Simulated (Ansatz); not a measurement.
**Hypothetical fluorite MoS2: pressure series**

The reference is MoS2 in the fluorite structure (space group Fm-3m, No. 225; a = 5.8527 Å; ferromagnetic; a hypothetical phase, not in the database extracts checked).

Cell and atoms are relaxed at each pressure.

Calculations: PBEsol (Ansatz, a first-principles code), no SOC.

```json
[
 {"P (GPa)": "-2.00", "V (Å³/atom)": "16.996"},
 {"P (GPa)": "-1.00", "V (Å³/atom)": "16.850"},
 {"P (GPa)": "0.30", "V (Å³/atom)": "16.664"},
 {"P (GPa)": "0.70", "V (Å³/atom)": "16.609"},
 {"P (GPa)": "1.50", "V (Å³/atom)": "16.498"},
 {"P (GPa)": "2.98", "V (Å³/atom)": "16.298"},
 {"P (GPa)": "5.00", "V (Å³/atom)": "16.040"},
 {"P (GPa)": "7.50", "V (Å³/atom)": "15.745"},
 {"P (GPa)": "10.00", "V (Å³/atom)": "15.470"}
]
```

Task: Fit a third-order Birch–Murnaghan equation of state.

Result: Least squares on P(V) = (3B₀/2)[(V₀/V)^(7/3) − (V₀/V)^(5/3)]·[1 + (3/4)(B₀′ − 4)((V₀/V)^(2/3) − 1)] gives V₀ = 16.70 Å³/atom, B₀ = 120 GPa and B₀′ = 2.8.

Other magnetic orders, which the real material may have, were not ruled out. Load acts through the strain it causes; cell and atoms are relaxed under it. Stability against distortions was not tested. Competing high-pressure phases were not computed.
